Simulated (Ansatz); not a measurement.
# Effect of biaxial strain −2.50 %, plane normal [111], relaxed out of plane on SrTiO3

Take SrTiO₃ in the cubic perovskite structure (space group Pm-3m, No. 221; a = 3.8911 Å) as the base. Axes: x, y, z lie along the cube axes.

One thing is altered: compressive biaxial strain of 2.50 % in the plane normal to [111], as in epitaxy on a mismatched substrate; the out-of-plane cell vector and the atoms relax.

The values are results of Kohn–Sham DFT with the PBEsol functional, run in Ansatz (a program for electronic structure) with PAW and 420 eV plane waves, without spin-orbit coupling, not measurements. k-mesh 9×9×9 (Γ-centred); smearing 0.05 eV (Fermi–Dirac).

The volume per atom decreases by 0.388 Å³, from 11.78 Å³ to 11.40 Å³ and the energy grows by 18 meV/atom. The pressure (mean of the normal stresses, compression positive) grows by 6.780 GPa, from -0.01 GPa to 6.78 GPa and the band gap falls by 0.04 eV to 1.81 eV. The gap character amounts to indirect, T → Γ and the out-of-plane strain amounts to +1.73 %. The ratio −ε⊥/ε∥ comes out as 0.69 and the mean in-plane stress (compression positive) is +10.2 GPa.

Whether these cells are dynamically stable was not tested. The final runs are not spin-polarised. Many cubic perovskites are stable only at high temperature; tilts and polar distortions were not tested. Labels are those of the standard path for the cell's own space group.
